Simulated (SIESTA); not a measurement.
Input and output of a self-consistent single point for TiGa5Co (P4/mmm, 7 atoms in the cell) (SIESTA).

Computed with SIESTA with GGA PBEsol, numerical atomic orbitals DZP, PseudoDojo PBEsol standard norm-conserving potentials (rewritten from UPF to PSML).

```xyz
7
Lattice="4.0286 0.0000 0.0000 0.0000 4.0286 0.0000 0.0000 0.0000 6.4418" Properties=species:S:1:pos:R:3 pbc="T T T"
Ti     0.0000     0.0000     0.0000
Ga     0.0000     2.0143     1.9198
Ga     0.0000     2.0143     4.5220
Ga     2.0143     0.0000     1.9198
Ga     2.0143     0.0000     4.5220
Ga     2.0143     2.0143     0.0000
Co     0.0000     0.0000     3.2209
```

Reference input (self-consistent single point, DFT, LDA PW92, numerical atomic orbitals DZP, PseudoDojo LDA standard norm-conserving potentials (rewritten from UPF to PSML)): XC.functional = LDA; XC.authors = PW92; potentials = PseudoDojo LDA standard; PAO.BasisSize = DZP; PAO.EnergyShift = 0.01 Ry; MeshCutoff = 300 Ry; kgrid.MonkhorstPack = 5 5 3; OccupationFunction = MP; OccupationMPOrder = 0; ElectronicTemperature = 1160.45 K; MaxSCFIterations = 150; SCF.Mixer.Method = Pulay. This run's input differs from it in these lines:

```diff
@@ -1,2 +1,2 @@
-# files in the folder: Ti.psml Ga.psml Co.psml (PseudoDojo LDA standard)
+# files in the folder: Ti.psml Ga.psml Co.psml (PseudoDojo PBEsol standard)
 SystemName  TiGa5Co
@@ -28,4 +28,4 @@
 
-XC.functional                LDA
-XC.authors                   PW92
+XC.functional                GGA
+XC.authors                   PBEsol
 PAO.BasisSize                DZP
```

Log, with long lists cut:

```
        iscf     Eharris(eV)        E_KS(eV)     FreeEng(eV)     dDmax    Ef(eV) dHmax(eV)
   scf:    1   -16092.291741   -16142.345974   -16142.362060  1.726073 -3.297724 26.946490
   scf:    2   -16058.215252   -16132.220714   -16132.242335  0.527037 -4.287058 32.274262
   scf:    3   -16163.355088   -16155.521191   -16155.555639  0.222402 -4.213707  5.857454
   scf:    4   -16157.063309   -16156.771249   -16156.801742  0.121429 -4.079886  2.161476
   scf:    5   -16156.824295   -16156.963420   -16156.988273  0.354225 -4.207426  2.473723
   [... 5 lines left out ...]
   scf:   11   -16157.152204   -16157.152189   -16157.182318  0.000632 -4.224217  0.011764
   scf:   12   -16157.152129   -16157.152166   -16157.182319  0.000321 -4.223953  0.009325
   scf:   13   -16157.152201   -16157.152187   -16157.182321  0.000238 -4.224086  0.004661
   scf:   14   -16157.152176   -16157.152182   -16157.182322  0.000080 -4.224053  0.000076
SCF Convergence by DM+H criterion
max |DM_out - DM_in|         :     0.0000796593
max |H_out - H_in|      (eV) :     0.0000764369
SCF cycle converged after 14 iterations

Using DM_out to compute the final energy and forces

siesta: E_KS(eV) =           -16157.1522

siesta: E_KS - E_eggbox =    -16157.1522

siesta: Atomic forces (eV/Ang):
     1   -0.000000   -0.000000    0.000000
     2   -0.000000   -0.000000   -0.342955
     3    0.000000   -0.000000    0.342955
     4   -0.000000   -0.000000   -0.342955
     5   -0.000000    0.000000    0.342955
     6   -0.000000    0.000000    0.000000
     7    0.000000    0.000000   -0.000000
   Tot   -0.000000    0.000000    0.000000
   Max    0.342955
   Res    0.149678    sqrt( Sum f_i^2 / 3N )
   Max    0.342955    constrained

   [... lines left out ...]
siesta: FreeEng =    -16157.182322
siesta: Cell volume =        104.546039 Ang**3
siesta:         -16.26208471        -25.37998224  kBar
   [... lines left out ...]

             -0.173  -0.119  -0.123

mulliken: Qtot =       94.000

Mulliken Atomic Populations:
Atom #   charge [q] valence [e]  Species
     1     0.950933   11.049067  Ti
     2    -0.379727   13.379727  Ga
     3    -0.379727   13.379727  Ga
     4    -0.379727   13.379727  Ga
     5    -0.379727   13.379727  Ga
     6    -0.198088   13.198088  Ga
     7     0.766063   16.233937  Co
 Total     0.000000
```

The run converged in 14 iterations. Against the reference run the pressure goes from -5.86 to -1.63 GPa and the largest force goes from 0.262 to 0.343 eV/Å.

The starting cell comes from a database of computed structures (which also holds hypothetical and non-ambient phases and stackings), without a prior relaxation at this level. Spin polarisation is off. Values carry the incompleteness of an atom-centred basis.

Cost on one core of a shared machine: roughly 80 s.
